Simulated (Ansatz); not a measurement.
We consider CsCl-type CoGa, described by PBE-D3(BJ) (Ansatz, an electronic-structure program, plane waves, PAW).

Settings: plane-wave cutoff 520 eV, 22×22×22 k mesh, Fermi–Dirac smearing 0.037 eV (set by the program), no spin polarisation, scalar-relativistic PAW data made under PBE.

Computed at the level's own relaxed cell.

Hill averages of the elastic tensor: K = 193.7 GPa, G = 75.8 GPa. Volume 11.571 Å³/atom, mean atomic mass 64.328 u.

Work out the density, the sound velocities of a polycrystal and the elastic Debye temperature, and Pugh's ratio at this level.

ρ = 1.66054 × 64.328/11.571 = 9.232 g/cm³. v_l = √[(K + 4G/3)/ρ] = 5.651 km/s and v_t = √(G/ρ) = 2.865 km/s. The mean follows from 3/v_m³ = 1/v_l³ + 2/v_t³: v_m = 3.211 km/s. Θ_D = (ħ/k_B) v_m (6π²/V)^(1/3) = 76.38 K Å s/km × 3.211 × 1.7233 Å⁻¹ = 423 K, counting all atoms of the cell. K/G = 2.56, to be set beside Pugh's rough bound of 1.75 between brittle and ductile metals.

Note: the dispersion coefficients are held fixed in the derivatives.
